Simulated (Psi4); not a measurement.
Psi4 1.11, BP86/def2-svpd: Zn(Et)(OMe) (C[CH2][Zn][O]C), 13 atoms. The geometry is a generated start, not checked to be a minimum at this level.

- task = energy
- method = bp86
- basis = def2-svpd
- memory = 3 GB
- maxiter = 100
- keys of the molecule block = symmetry c1
- scf_type = df (default)
- guess = auto, which took SAD (default)
- scf_initial_accelerator = adiis (default)
- e_convergence = 1e-06 (default)
- d_convergence = 1e-06 (default)
- dft_radial_points = 75 (default)
- dft_spherical_points = 302 (default)
- basis functions = 181
- grid points = 280218

```xyz
13

Zn    -0.6464     0.6159     0.4147
C     -0.0134    -0.7694     1.7502
C      0.3882    -2.0595     1.0482
H     -0.7581    -0.9827     2.5117
H      0.8542    -0.3414     2.2478
H      1.1040    -1.8764     0.2487
H     -0.4757    -2.5694     0.6291
H      0.8568    -2.7325     1.7693
O     -0.0550     1.3138    -1.0871
C     -0.2788     2.1730    -2.1563
H     -0.6164     3.1648    -1.8272
H      0.6662     2.2971    -2.7017
H     -1.0257     1.7667    -2.8476
```

Charge 0 and multiplicity 1 are set for this test and not shown to be the ground state.

One run each on 2 threads. Values of diis_max_vecs tried: 3, 6, 10 (default), 20.

Q: How does the count of SCF iterations change with diis_max_vecs, and where is it least?

A: Fewest SCF iterations, within one of each other: 6 with 14, 10 (default) with 13, 20 with 13. The count rises to 40 at 3. All converge to one solution.

| diis_max_vecs | SCF iterations | end |
|---|---|---|
| 3 | 40 | same solution |
| 6 | 14 | same solution |
| 10 (default) | 13 | same solution |
| 20 | 13 | same solution |
